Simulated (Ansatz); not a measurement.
Hypothetical diamond Mg: pressure series

Take Mg in the diamond structure (space group Fd-3m, No. 227; a hypothetical phase, not in the database extracts checked) as the base.

Mg has the cubic space group Fd-3m, origin choice 1 (No. 227), the diamond structure, Pearson symbol cF8. Conventional cell: a = b = c = 6.871 Å, α = β = γ = 90.00°. Mg on 8a is surrounded by 4 Mg at 2.975 Å (tetrahedral). (Neighbours: up to the widest gap in distance over summed covalent radii, below 1.35, at either atom.)
(The calculation used a cell of 2 atoms; values per cell refer to that cell.)

Cell and atoms are relaxed at each pressure.

Level of theory: PBE (Ansatz, an electronic-structure program), no spin-orbit coupling.

Notes on the quantities. enthalpy: H = E + PV relative to the base's energy.

| change | enthalpy | volume per atom |
|---|---|---|
| base | – | 40.55 Å³ |
| pressure −1 GPa | -0.27 eV/atom | 45.57 Å³ |
| pressure 0.3 GPa | +0.07 eV/atom | [?] |
| pressure 0.7 GPa | +0.17 eV/atom | 38.24 Å³ |
| pressure 1.5 GPa | +0.36 eV/atom | 36.25 Å³ |
| pressure 3 GPa | +0.68 eV/atom | 33.44 Å³ |
| pressure 5 GPa | +1.08 eV/atom | 30.84 Å³ |
| pressure 7.5 GPa | +1.54 eV/atom | 28.52 Å³ |
| pressure 10 GPa | +1.98 eV/atom | 26.76 Å³ |

Problem. Complete the table.

Solution. 
- pressure 0.3 GPa, volume per atom: 39.47 Å³

Load acts through the strain it causes; cell and atoms are relaxed under it. No phonon test of stability was made. No other phases were tried under pressure.
